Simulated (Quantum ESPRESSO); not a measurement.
Troubleshooting Quantum ESPRESSO: a failed run on Mg14AlNi (Amm2, 16 atoms in the cell). The aim is a self-consistent single point with DFT, PBEsol, plane waves, SSSP 1.1.2 efficiency (PBE) pseudopotentials.

Cell that was meant: a = 9.9880 Å, b = 6.2187 Å, c = 6.2187 Å, α = 60.02°, β = 90.00°, γ = 90.00°.

Part of the input:

```fortran
/
&SYSTEM
    ibrav = 0
    nat = 17
    ntyp = 3
    ecutwfc = 50
    ecutrho = 400
```

Output (repeated stretches shortened):

```
     This program is part of the open-source Quantum ESPRESSO suite
     for quantum simulation of materials; please cite

 %%%%%%%%%%%%%%%%%%%%%%%%%%%%%%%%%%%%%%%%%%%%%%%%%%%%%%%%%%%%%%%%%%%%%%%%%%%%%%
     Error in routine read_cards (17):
     wrong number of columns in ATOMIC_POSITIONS
 %%%%%%%%%%%%%%%%%%%%%%%%%%%%%%%%%%%%%%%%%%%%%%%%%%%%%%%%%%%%%%%%%%%%%%%%%%%%%%

     stopping ...
```

Q: From the messages shown, name the fault and mend the input.

A: The fault is an atom count that does not match the list of atoms; here the program stops on it instead of giving results. To fix it, make the count match the list. The program stopped before any SCF iteration.

An input that runs soundly differs in these lines (not the only fix; some lines may just follow from the change or write a value another way):
```diff
-    nat = 17
+    nat = 16
```

With that input, the run converged in 31 iterations: free energy E − TS -11428.7208 eV; Fermi level (on the code's own zero) 4.34 eV; pressure -0.65 GPa; largest force (vector length) 0.081 eV/Å (DFT, PBEsol, plane waves, SSSP 1.1.2 efficiency (PBE) pseudopotentials).

On the sound input: the starting cell comes from a database of computed structures (which also holds hypothetical and non-ambient phases and stackings), without a prior relaxation at this level. Spin polarisation is off.
